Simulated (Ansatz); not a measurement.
# Pressure series in SiO2

The parent structure is SiO2 in the rutile structure (space group P4_2/mnm, No. 136).

```xyz
6
Lattice="4.1852 0.0000 0.0000 0.0000 4.1852 0.0000 0.0000 0.0000 2.6688" Properties=species:S:1:pos:R:3 pbc="T T T"
Si     2.0926     2.0926     1.3344
Si     0.0000     0.0000     0.0000
O      3.3737     3.3737     1.3344
O      1.2811     2.9041     0.0000
O      2.9041     1.2811     0.0000
O      0.8115     0.8115     1.3344
```

Cell and atoms are relaxed at each pressure.

Levels (all Ansatz, a program for electronic structure, PAW): r2SCAN (500 eV, scalar-relativistic without spin-orbit coupling); HSE06 (420 eV, no spin-orbit coupling).

Band gaps by level, all at the geometries relaxed with r2SCAN:

```tsv
case	r2SCAN	HSE06
base	6.51 eV	7.66 eV
pressure −1 GPa	6.46 eV	7.61 eV
pressure 0.9 GPa	6.56 eV	[?]
pressure 2.1 GPa	6.62 eV	7.77 eV
pressure 4.5 GPa	6.75 eV	[?]
pressure 15 GPa	7.26 eV	[?]
pressure 22.5 GPa	7.60 eV	[?]
pressure 30 GPa	7.83 eV	8.87 eV
```

**Question.** What belongs in the blanks?

**Answer.** 
- pressure 0.9 GPa, HSE06: 7.71 eV
- pressure 4.5 GPa, HSE06: 7.90 eV
- pressure 15 GPa, HSE06: 8.42 eV
- pressure 22.5 GPa, HSE06: 8.77 eV

Single points use the geometry relaxed with r2SCAN. Load acts through the strain it causes; cell and atoms are relaxed under it. Whether these cells are dynamically stable was not tested. Competing high-pressure phases were not computed.
